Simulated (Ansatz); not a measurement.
Computed with PBE (plane waves to 420 eV, PAW; Ansatz, a program for electronic structure).

Plane-averaged electrostatic potential energy along the normal, in eV from the Fermi level, for F on the 1x1 (111) surface of fcc Pd, one in a 1x1 cell, started at the site 'bridge Pd-Pd (span 2.8 Å)':

| z (Å) | V (eV) |
|---|---|
| 5.20 | 5.23 |
| 5.49 | 5.23 |
| 5.78 | 5.23 |
| 6.07 | 5.23 |
| 6.36 | 5.22 |
| 6.64 | 5.21 |
| 6.93 | 5.19 |
| 7.22 | 5.15 |
| 7.51 | 5.05 |
| 7.80 | 4.83 |
| 8.09 | 4.35 |
| 8.38 | 3.27 |
| 8.67 | 0.63 |
| 8.96 | -5.75 |
| 9.24 | -13.11 |
| 9.53 | -17.71 |
| 9.82 | -15.56 |
| 10.11 | -8.81 |
| 10.40 | -1.76 |
| 10.69 | 1.22 |
| 10.98 | -0.47 |
| 11.27 | -6.90 |
| 11.56 | -14.06 |
| 11.84 | -17.93 |
| 12.13 | -15.10 |
| 12.42 | -8.23 |
| 12.71 | -1.44 |
| 13.00 | 0.95 |
| 13.29 | -1.32 |
| 13.58 | -8.05 |
| 13.87 | -14.96 |
| 14.16 | -18.01 |
| 14.44 | -14.43 |
| 14.73 | -7.37 |
| 15.02 | -0.92 |
| 15.31 | 0.66 |
| 15.60 | -2.90 |
| 15.89 | -10.17 |
| 16.18 | -16.49 |
| 16.47 | -17.85 |
| 16.76 | -13.11 |
| 17.04 | -5.72 |
| 17.33 | -1.07 |
| 17.62 | -2.69 |
| 17.91 | -2.93 |
| 18.20 | -0.06 |
| 18.49 | 5.21 |
| 18.78 | 7.69 |
| 19.07 | 8.16 |
| 19.36 | 8.31 |
| 19.64 | 8.36 |
| 19.93 | 8.37 |
| 20.22 | 8.37 |
| 20.51 | 8.38 |
| 20.80 | 8.38 |
| 21.09 | 8.38 |
| 21.38 | 8.38 |
| 21.67 | 8.38 |
| 21.96 | 8.38 |
| 22.24 | 8.38 |

Set-up: 5 atoms, 6.8 Å thick at the start under the adsorbate (thin: gaps and levels are the slab's own); mesh 12x12x1; 0.1 eV smearing; dipole correction on; 2 atoms held, the rest relaxed; held to the start's symmetry, so lower structures may exist; no spin, no spin-orbit, no U, no dispersion correction. At the end it is bonded to 2 Pd. In PBE it is, or lies within 0.03 eV of, the lowest of the starts that converged.

Problem. The surface cell has an area of 6.73 Å². What dipole along the normal does the step between the two vacuum levels imply?

Solution. the top vacuum level lies 3.15 eV above the bottom one; p = −ε₀ A ΔV (ε₀ = 0.005526 e/(V·Å)) gives -0.12 e·Å a cell.
